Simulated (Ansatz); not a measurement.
Consider As (space group I4_132, No. 214; a hypothetical phase, not in the database extracts checked).

```
As
1.0
   -3.45103     3.45103     3.45103
    3.45103    -3.45103     3.45103
    3.45103     3.45103    -3.45103
As
4
Direct
  0.00000   0.25000   0.50000
  0.25000   0.50000   0.00000
  0.50000   0.00000   0.25000
  0.25000   0.25000   0.25000
```

Method: PBEsol (Ansatz, an electronic-structure program; PAW; 420 eV plane waves; no spin-orbit coupling).

One change was made to it. Results:

| quantity | base | after |
|---|---|---|
| band gap | zero | zero |
| shortest interatomic distance | 244.0 pm | 230.5 pm |

**Question.** Name the change that was made.
A. pressure 1.5 GPa
B. pressure 3 GPa
C. pressure 7.5 GPa
D. pressure −1 GPa

**Answer.** C, pressure 7.5 GPa. For comparison, the shortest interatomic distance in the other runs: pressure 3 GPa gives 237.6 pm; pressure 1.5 GPa gives 240.5 pm; pressure −1 GPa gives 246.7 pm.

Load acts through the strain it causes; cell and atoms are relaxed under it. No phonon test of stability was made. No other phases were tried under pressure.
